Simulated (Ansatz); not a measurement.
The reference is Si in the diamond structure (space group Fd-3m, No. 227; a = 5.444 Å). Axes: x, y, z lie along the cube axes.

Method: r2SCAN (Ansatz, an electronic-structure program; PAW; 500 eV plane waves; no spin-orbit coupling).

Strains are applied to the cell and any free atomic positions relax; under biaxial strain the out-of-plane vector relaxes too.

One change was made to it. Results:

| quantity | base | after |
|---|---|---|
| band gap | 0.78 eV | 0.64 eV |
| shortest interatomic distance | 2.357 Å | 2.346 Å |
| smallest direct gap | 2.74 eV | 2.67 eV |

What was done to the base?
(A) biaxial strain −1.13 %, plane normal [111], relaxed out of plane
(B) biaxial strain +2.73 %, plane normal [110], relaxed out of plane
(C) biaxial strain −1.11 %, plane normal [001], relaxed out of plane

C, biaxial strain −1.11 %, plane normal [001], relaxed out of plane. For comparison, the smallest direct gap in the other runs: biaxial strain +2.73 %, plane normal [110], relaxed out of plane gives 2.26 eV; biaxial strain −1.13 %, plane normal [111], relaxed out of plane gives 2.54 eV.

A biaxial case was relaxed in a doubled cell and then solved in the primitive one. Whether these cells are dynamically stable was not tested.
